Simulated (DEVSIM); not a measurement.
Device: Pd/La2O3/p-InP capacitor, at 300 K.

```
layer (left to right)  material  thickness (nm)  Na (cm⁻³)
---------------------  --------  --------------  ---------
1                         La2O3            26.0          -
2                           InP            2200     1.7e17
```

Metal gate on the left, work function 5.2 eV. Fixed charge at the semiconductor interface 0 cm⁻² (in units of +e); no interface traps.

The device is made up for the run: typed textbook-type constants, with dimensions and the other settings drawn at random. Values at 300 K.

```tsv
parameter	La2O3	InP
gap (eV)	5.8	1.344
affinity (eV)	1.8	4.38
permittivity	27	12.5
Nc (cm⁻³)	-	5.7e17
Nv (cm⁻³)	-	1.1e19
```

Model (solved in DEVSIM): 1D Poisson equation in equilibrium, Boltzmann statistics, complete ionisation; no quantum confinement or tunnelling. Metal contacts follow the ideal Schottky-Mott rule: no Fermi-level pinning, no interface dipoles.

### Question
Tabulate band edges, carrier densities and field at 0.4 V on the gate.

### Answer
Energies count from the Fermi level of the right contact; mesh points crowd at the junctions.

| x (μm) | Ec (eV) | Ev (eV) | n (cm⁻³) | p (cm⁻³) | field (V/cm) |
|---|---|---|---|---|---|
| 0.000 | 3.000 | -2.800 | < 1e2 | < 1e2 | 79000 |
| 0.001484 | 3.012 | -2.788 | < 1e2 | < 1e2 | 79000 |
| 0.004508 | 3.035 | -2.765 | < 1e2 | < 1e2 | 79000 |
| 0.01123 | 3.088 | -2.712 | < 1e2 | < 1e2 | 79000 |
| 0.02107 | 3.166 | -2.634 | < 1e2 | < 1e2 | 79000 |
| 0.02440 | 3.192 | -2.608 | < 1e2 | < 1e2 | 79000 |
| 0.02591 | 3.204 | -2.596 | < 1e2 | < 1e2 | 79000 |
| 0.02805 | 0.659 | -0.685 | 4900000 | 3.4e7 | 160000 |
| 0.03232 | 0.727 | -0.617 | 350000 | 4.7e8 | 150000 |
| 0.04170 | 0.861 | -0.483 | 2000 | 8.4e10 | 130000 |
| 0.06415 | 1.093 | -0.251 | < 1e2 | 6.7e14 | 76000 |
| 0.1410 | 1.236 | -0.108 | < 1e2 | 1.7e17 | 190 |
| 0.2958 | 1.236 | -0.108 | < 1e2 | 1.7e17 | ≈ 0 |
| 0.6355 | 1.236 | -0.108 | < 1e2 | 1.7e17 | ≈ 0 |
| 1.565 | 1.236 | -0.108 | < 1e2 | 1.7e17 | ≈ 0 |
| 1.943 | 1.236 | -0.108 | < 1e2 | 1.7e17 | ≈ 0 |
| 2.101 | 1.236 | -0.108 | < 1e2 | 1.7e17 | ≈ 0 |
| 2.173 | 1.236 | -0.108 | < 1e2 | 1.7e17 | ≈ 0 |
| 2.209 | 1.236 | -0.108 | < 1e2 | 1.7e17 | ≈ 0 |
| 2.219 | 1.236 | -0.108 | < 1e2 | 1.7e17 | ≈ 0 |
| 2.224 | 1.236 | -0.108 | < 1e2 | 1.7e17 | ≈ 0 |
| 2.226 | 1.236 | -0.108 | < 1e2 | 1.7e17 | ≈ 0 |
